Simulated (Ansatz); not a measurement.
Functionals compared on CH3 on the 1x1 (111) surface of fcc Al, one in a 2x2 cell, started at the site 'top Al', in Ansatz (plane waves, PAW). The structure was relaxed with PBE; the other rows are single points on it, each with its references at the same level. Cutoff 420 eV (500 eV for r2SCAN).

Slab: 20 atoms, 7.0 Å thick at the start under the adsorbate (thin: gaps and levels are the slab's own); k 6x6x1, smearing 0.1 eV, dipole-corrected; 8 atoms held, the rest relaxed; symmetry of the start imposed; spin-polarised, no spin-orbit, no U, no dispersion correction. The starting moment vanished. At the end it is bonded to Al. In PBE it is, or lies within 0.03 eV of, the lowest of the starts that converged. These notes are the PBE run's. r2SCAN: The program's check for a lower electronic state was not made. Adsorption energies are against CH4(g) − ½ H2(g). A negative adsorption energy means that the adsorbate is more stable on the surface than in its reference.

| functional | adsorption energy (eV) | work function of the top face (eV) | change of the work function (eV) | magnetic moment of the cell (μB) | rough cost of the single point |
|---|---|---|---|---|---|
| PBE | 0.64 | 4.29 | 0.26 | 0.00 | – |
| RPBE | 0.72 | 4.25 | 0.29 | 0.00 | around 2.3 core-minutes (rough) |
| r2SCAN | … | … | … | 0.00 | around 7 core-minutes (rough) |

Task: Fill in the missing entries.

Result: 
- r2SCAN, adsorption energy (eV): 0.61
- r2SCAN, work function of the top face (eV): 4.37
- r2SCAN, change of the work function (eV): 0.29

Ansatz is a quantum-chemistry and plane-wave program.
